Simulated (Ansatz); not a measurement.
Effect of isotropic strain +2.50 % on Cu

Base system: Cu in the fcc (Cu type) structure (space group Fm-3m, No. 225; a = 3.577 Å; relaxed with 0.1 eV smearing).

Perturbation: the cell is scaled by 1.0250 in all directions; the atoms relax in the strained cell.

All numbers come from r2SCAN (Ansatz, a quantum-chemistry and plane-wave program, PAW, no spin-orbit coupling). k-mesh 32×32×32 (Γ-centred); smearing 0.1 eV (Fermi–Dirac).

The volume per atom increases by 0.88 Å³, from 11.44 Å³ to 12.32 Å³ and the space group stays Fm-3m (No. 225). The shortest interatomic distance grows by 6.3 pm (252.9 pm → 259.2 pm) and the energy grows by 30 meV/atom. The pressure goes from zero to -10.0 GPa and the band gap stays zero.

Final structure:

```xyz
1
Lattice="0.0000 1.8331 1.8331 1.8331 0.0000 1.8331 1.8331 1.8331 0.0000" Properties=species:S:1:pos:R:3 pbc="T T T"
Cu     0.0000     0.0000     0.0000
```

No phonon test of stability was made. All final runs are without spin polarisation.
